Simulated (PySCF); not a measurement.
PySCF 2.14.0, WB97X/def2-svp, df: Sn(F)3 ([F][Sn+]([F])[F]), charge +1, multiplicity 1, 4 atoms. The geometry is a generated start, not checked to be a minimum at this level.

| Property | Value |
|---|---|
| task | energy |
| method | wb97x |
| basis | def2-svp |
| two-electron scheme | density fitting |
| mol.max_memory | 3000 MB |
| mf.max_cycle | 100 |
| mf.init_guess | minao (default) |
| mf.DIIS | CDIIS (default) |
| mf.diis_space | 8 (default) |
| mf.conv_tol | 1e-09 (default) |
| mf.grids.level | 3 (default) |
| effective core potentials | those of the basis set, past Kr |
| basis functions | 68 |
| grid points | 64744 |

```xyz
4

Sn    -0.0200     0.0023    -0.0076
F     -1.7301    -1.1077     0.0723
F      0.0187     1.8857    -0.7640
F      1.7313    -0.7803     0.6992
```

Charge 1 and multiplicity 1 are set for this test and not shown to be the ground state.

One run each on 2 threads, 1 BLAS thread. Values of level_shift (Hartree) tried: 0 (default), 0.1, 0.3, 1.

Task: Predict the course of the Fock builds along this series.

Result: Fewest Fock builds, within one of each other: 0 (default) with 13, 0.1 with 13. The count rises to 25 at 1. All converge to one solution.

| level_shift (Hartree) | Fock builds | end |
|---|---|---|
| 0 (default) | 13 | same solution |
| 0.1 | 13 | same solution |
| 0.3 | 16 | same solution |
| 1 | 25 | same solution |
